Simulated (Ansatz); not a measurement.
Cost and result by functional for the surface energy of the (102) surface of tetragonal indium in its 1x1 cell, outermost plane spacing 0.99 Å in the ideal cut, in Ansatz (plane waves, PAW). Single points on the PBE structure, on one kind of machine; costs are rough ratios of the slab run's core time (references not counted) to the cheapest single point. r2SCAN's cost holds its higher cutoff (500 against 420 eV). Differences are taken against r2SCAN for comparison alone: no measured value is at hand, so the table doesn't rank accuracy.

Set-up: 11 atoms, 9.9 Å thick at the start (thin: gaps and levels are the slab's own); mesh 11x5x1; 0.1 eV smearing; dipole correction on; all atoms relaxed; held to the start's symmetry, so lower structures may exist; no spin, no spin-orbit, no U. These notes are the PBE run's.

```tsv
functional	relative cost	surface energy (J/m²)	less r2SCAN (J/m²)
LDA	1	0.47	0.13
RPBE	1	0.24	-0.11
PBEsol	1	0.44	0.09
r2SCAN	2	0.35	0.00
PBE (the relaxed run's value)	–	0.33	-0.02
```

The values span 0.24 J/m², while the single points' costs differ by a factor of roughly 2. Differences are of unrounded values.

Ansatz is a first-principles code.
